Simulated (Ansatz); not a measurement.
Start from BaO in the rock salt structure (space group Fm-3m, No. 225; a = 5.573 Å).

Computed with PBE (Ansatz, a quantum-chemistry and plane-wave program), without spin-orbit coupling.

Before the change:

The band gap is 2.10 eV. The electron mass is 1.2 mₑ along k, 0.40 mₑ across (at X). The volume per atom is 21.64 Å³.

It is then changed as follows: hydrostatic tension (pressure −2 GPa).

Problem. How does this affect the band gap, electron mass and volume per atom?

Solution. The band gap goes up by 0.09 eV (2.10 eV → 2.19 eV); the electron mass changes from 1.2 mₑ along k, 0.40 mₑ across (at X) to 1.3 mₑ along k, 0.40 mₑ across (at X); the volume per atom rises by 0.684 Å³, from 21.64 Å³ to 22.33 Å³.

Load acts through the strain it causes; cell and atoms are relaxed under it. Masses are band curvatures over ±0.01 Å⁻¹ around the edge. Along k means along the line from Γ to the band edge. Stability against distortions was not tested.
